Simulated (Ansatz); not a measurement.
Checking a run of Ansatz (a quantum-chemistry and plane-wave program) on Co3Tc (Fm-3m, 4 atoms in the cell). The aim is a self-consistent single point with DFT, PBE, plane waves, default PAW files.

Cell that was meant: a = 4.2940 Å, b = 4.2940 Å, c = 4.2940 Å, α = 60.00°, β = 60.00°, γ = 60.00°.

Part of the input:

Ansatz 0.2 input:
```yaml
    - { symbol: Co, position: [0.250000, 0.250000, 0.250000], spin: 3.0 }
    - { symbol: Co, position: [0.750000, 0.750000, 0.750000], spin: 3.0 }
basis:
  ecutwfc: 200.0
kpoints:
  mp_grid: { grid: [6, 6, 6] }
hamiltonian:
```

Output, abridged:

```
   [... lines left out ...]
Symmetry: 48 space group operations
Space group: Fm-3m (ITA 225), of the structure as read, at distance tolerance 3.8e-5 Å
Magnetic group: BNS 225.116 (UNI 1618), of the structure as read, at distance tolerance 3.8e-5 Å
k-points: 16 of 216
Initial density: superposition of atomic densities (chi_scale 0.1, normalization cell)
Starting moments: Σ|m| = 9 μB on 3 of 4 sites
Initial wavefunctions: pseudopotential atomic-orbital guess
Eigensolver: davidson
Functional: x = pbe(κ = 0.804, μ = 0.2195149727645171), c = pbe(β = 0.06672455060314922)
SCF iter   1: F=—  HF=-20704.252161 eV  |F-HF|=—  |Δ(HF+E_count)|=         —  Δρ=2.71e-1 (↑2.71e-1 ↓1.32e-1)  dr2=3.64e1  dr2_m=3.99e0  M=6.340 μB ∫|m|=6.655 μB  β_m=0.30  ethr=3.10e-3  ⟨swp⟩=4.9  Hψ=4359  notcnv=0  defer=3
Mixer restart at iter 1: flushing history
all-band conjugate gradients solve this SCF's bands
preconditioner: auto → Kerker (q_TF=auto, 2.804 Å⁻¹)
   [... lines left out ...]
SCF iter  29: F=—  HF=-20687.159796 eV  |F-HF|=—  |Δ(HF+E_count)|=   1.15e-6  S|Δr|=    0.00e0  Δρ=3.19e-5 (↑1.73e-5 ↓3.19e-5)  dr2=6.57e-7  dr2_m=1.62e-7  M=6.021 μB ∫|m|=6.313 μB  β_m=0.94  ethr=5.22e-9  ⟨swp⟩=2.1  Hψ=1719  notcnv=0  defer=54
SCF iter  30: F=-20687.159796 eV  HF=-20687.159796 eV  |F-HF|=4.83e-8  |Δ(HF+E_count)|=   8.69e-8  S|Δr|=    0.00e0  Δρ=9.93e-6 (↑6.29e-6 ↓9.93e-6)  dr2=6.33e-8  dr2_m=2.63e-8  M=6.022 μB ∫|m|=6.314 μB  ethr=1.52e-10  ⟨swp⟩=5.7  Hψ=5161  notcnv=0
SCF 1 converged in 30 iterations: F = -20687.159796 eV  dr2 = 6.33e-8
Crystal: 4 atoms, lattice volume = 55.986 Å³
Initial density: read from a saved state, or passed on in memory by an earlier SCF of this step, an earlier step, the calling program or the single point that …
Starting moments: Σ|m| = 9 μB on 3 of 4 sites; this step starts from the density that it was given
Initial wavefunctions: those read from a saved state, or passed on in memory by an earlier step or the calling program
iter 1 solved again at ethr=3.51e-5 eV; its pass at ethr=3.10e-3 eV (dr2=2.32e-2 eV) is discarded
   [... lines left out ...]
preconditioner: auto → Kerker (q_TF=auto, 2.804 Å⁻¹)
spin=Collinear: Kerker preconditioning applied to the charge; magnetization (m = ρ↑ − ρ↓) channel mixes plain (no charge-response kernel on spin).
Crystal: 4 atoms, lattice volume = 55.986 Å³
preconditioner: auto → Kerker (q_TF=auto, 2.804 Å⁻¹)
spin=Collinear: Kerker preconditioning applied to the charge; magnetization (m = ρ↑ − ρ↓) channel mixes plain (no charge-response kernel on spin).
Crystal: 4 atoms, lattice volume = 55.986 Å³
preconditioner: auto → Kerker (q_TF=auto, 2.804 Å⁻¹)
spin=Collinear: Kerker preconditioning applied to the charge; magnetization (m = ρ↑ − ρ↓) channel mixes plain (no charge-response kernel on spin).
Absolute magnetization: 6.3136 μB (∫|ρ↑−ρ↓|, with the PAW one-centre terms)
Free energy (F): -20687.159796 eV
   [... lines left out ...]
   [... zero for the other atoms too ...]
--- Stress (GPa, compression-positive) ---
      -18.254471       0.000000      -0.000000
       -0.000000     -18.254471       0.000000
       -0.000000       0.000000     -18.254471
  P = ⅓ Tr σ = -18.2545 GPa (-182.545 kbar)
  The stress holds the Pulay correction. Without it, at fixed plane waves, as pw.x and ABINIT print it: P = -1018.6839 GPa
```

Q: Is anything amiss in this input, and did it matter?

A: The run is not sound. The fault is a basis or grid far too coarse for these potentials. Far below the cutoff that the potentials were made for, the basis cannot represent the orbitals near the nuclei, and energies, forces and above all the stress go wrong. To fix it, restore the cutoff that the potentials need and check convergence. The run converged, with 46 iterations in all over 2 SCF loops without an error; against the sound input the free energy goes up by 21.9 eV/atom, the pressure goes from -21.63 to -18.25 GPa and the size of the net moment goes from 1.61 to 1.51 μB/atom. At a fixed set of plane waves, without the program's Pulay estimate, the pressure is -1018.68 GPa against -21.71 GPa.

An input that runs soundly differs in these lines (not the only fix; some lines may just follow from the change or write a value another way):
```diff
-  ecutwfc: 200.0
+  ecutwfc: 500.0
```

With that input, the run converged in 26 iterations: free energy E − TS (on the zero of these files) -20774.7730 eV; Fermi level (on the code's own zero) 16.21 eV; pressure -21.63 GPa; size of the cell's spin moment 6.44 μB (DFT, PBE, plane waves, default PAW files).

On the sound input: the starting cell was generated: these elements placed on a structure prototype, without a prior relaxation; it need not be a known phase or ordering of this composition. Its lattice was rescaled by a random factor within 2.5 % of one. The magnetic order is the one reached from the typed start; others were not searched systematically. With a pressure of about -22 GPa the cell is away from its equilibrium volume at this level. Ansatz's pressure includes its estimate of the finite-basis (Pulay) stress.
